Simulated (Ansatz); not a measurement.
**How the smallest direct gap on the k points sampled of C (model structure, Ibam, No. 72, 6 atoms in the cell) moves with the method**

No measured value is used here.

```
level (code)          value (eV)
--------------------  ----------
LDA (Ansatz)                 [?]
PBEsol (Ansatz)             2.72
r²SCAN (Ansatz)             3.07
HSE06 (Ansatz)              3.86
G0W0@PBEsol (Ansatz)        4.03
```

**Question.** What belongs in the gaps?

**Answer.** 
- LDA (Ansatz, a first-principles code), value (eV): 2.76

Computed values are for a static lattice.  Values are at the PBEsol cell. Cutoffs and k meshes differ between the levels. Ansatz's density-functional and Hartree–Fock values are scalar-relativistic unless marked +SOC, with PAW data made under PBE.

A model structure was made by putting elements into a prototype or built by hand; it is no filed structure, need not be a known phase, and can be a saddle point held by its symmetry.
